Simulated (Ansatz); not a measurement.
Input and output of a self-consistent single point for Rb₂LaInF₆ (Fm-3m, 10 atoms in the cell) (Ansatz, a quantum-chemistry and plane-wave program).

Computed with PBE (plane waves, PAW; Ansatz).

```yaml
crystal:
  lattice:
    - [0.00000, 4.91135, 4.91135]
    - [4.91135, 0.00000, 4.91135]
    - [4.91135, 4.91135, 0.00000]
  atoms:
    - { symbol: Rb, position: [0.25000, 0.25000, 0.25000] }
    - { symbol: Rb, position: [0.75000, 0.75000, 0.75000] }
    - { symbol: In, position: [0.50000, 0.50000, 0.50000] }
    - { symbol: La, position: [0.00000, 0.00000, 0.00000] }
    - { symbol: F, position: [0.74910, 0.25090, 0.25090] }
    - { symbol: F, position: [0.25090, 0.74910, 0.74910] }
    - { symbol: F, position: [0.25090, 0.74910, 0.25090] }
    - { symbol: F, position: [0.74910, 0.25090, 0.74910] }
    - { symbol: F, position: [0.25090, 0.25090, 0.74910] }
    - { symbol: F, position: [0.74910, 0.74910, 0.25090] }
```

Reference input (self-consistent single point, DFT, PBE, plane waves, default PAW files): basis.ecutwfc = 30.9 Ry; kpoints.mp_grid.grid = 3 3 3; hamiltonian.xc = pbe; hamiltonian.pseudopotentials = {kind: paw} (the program's default PAW files); scf.occupations.method = methfessel_paxton; scf.occupations.width = 0.0073 Ry. This run's input differs from it in these lines:

Ansatz 0.2 input:
```diff
@@ -18,3 +18,3 @@
 basis:
-  ecutwfc: 30.9 Ry
+  ecutwfc: 46.3 Ry
 kpoints:
```

Log, with long lists cut:

```
SCF iter   1: F=—  HF=-23245.233896 eV  |F-HF|=—  |Δ(HF+E_count)|=         —  Δρ=1.94e-3  dr2=2.87e-2  ethr=1.77e-3  ⟨swp⟩=6.5  Hψ=843  notcnv=0
all-band conjugate gradients solve this SCF's bands
preconditioner: auto → Resta (q_TF=auto, 2.295 Å⁻¹)
SCF iter   2: F=—  HF=-23245.227907 eV  |F-HF|=—  |Δ(HF+E_count)|=   5.99e-3  S|Δr|=    0.00e0  Δρ=1.04e-3  dr2=7.15e-3  ethr=3.42e-5  ⟨swp⟩=2.0  Hψ=426  notcnv=0  defer=3
   [... lines left out ...]
SCF iter   5: F=—  HF=-23245.226588 eV  |F-HF|=—  |Δ(HF+E_count)|=   2.12e-5  S|Δr|=    0.00e0  Δρ=6.44e-5  dr2=1.25e-5  ethr=2.50e-7  ⟨swp⟩=2.0  Hψ=357  notcnv=0  defer=3
SCF iter   6: F=—  HF=-23245.226885 eV  |F-HF|=—  |Δ(HF+E_count)|=   2.97e-4  S|Δr|=    0.00e0  Δρ=1.95e-5  dr2=7.91e-7  ethr=1.49e-8  ⟨swp⟩=2.0  Hψ=355  notcnv=0  defer=3
SCF iter   7: F=-23245.226885 eV  HF=-23245.226885 eV  |F-HF|=4.01e-8  |Δ(HF+E_count)|=   6.34e-7  S|Δr|=    0.00e0  Δρ=3.14e-6  dr2=2.43e-8  ethr=1.19e-10  ⟨swp⟩=12.8  Hψ=1264  notcnv=0
SCF 1 converged in 7 iterations: F = -23245.226885 eV  dr2 = 2.43e-8
Stability not checked (fill_not_monotonic)
Free energy (F): -23245.226885 eV
Internal energy: -23245.226885 eV  (E = F + TS)
E sigma→0 (E₀):  -23245.226885 eV
Fermi energy:    5.931107 eV
--- Forces (eV/Å), atoms counted from 1 ---
  atom   1  Rb    -0.00000000     0.00000000     0.00000000
  atom   2  Rb     0.00000000     0.00000000     0.00000000
  atom   3  In     0.00000000     0.00000000    -0.00000000
  atom   4  La    -0.00000000     0.00000000    -0.00000000
  atom   5  F     -1.69855498     0.00000000     0.00000000
   [... lines left out ...]
  atom  10  F      0.00000000     0.00000000     1.69855498
--- Stress (GPa, compression-positive) ---
       -1.748461      -0.000000       0.000000
       -0.000000      -1.748461       0.000000
        0.000000      -0.000000      -1.748461
  P = ⅓ Tr σ = -1.7485 GPa (-17.485 kbar)
  The stress holds the Pulay correction. Without it, at fixed plane waves, as pw.x and ABINIT print it: P = -1.7536 GPa
```

The run converged in 7 iterations. Against the reference run the free energy falls by 3.3 meV/atom, the pressure stays at -1.75 GPa, the largest force stays at 1.699 eV/Å and the gap on the mesh stays at 1.765 eV.

The starting cell was generated: these elements placed on a structure prototype, without a prior relaxation; it need not be a known phase or ordering of this composition. Its lattice was rescaled by a random factor within 2.5 % of one. Forces in this geometry exceed 1 eV/Å. Ansatz's pressure includes its estimate of the finite-basis (Pulay) stress.
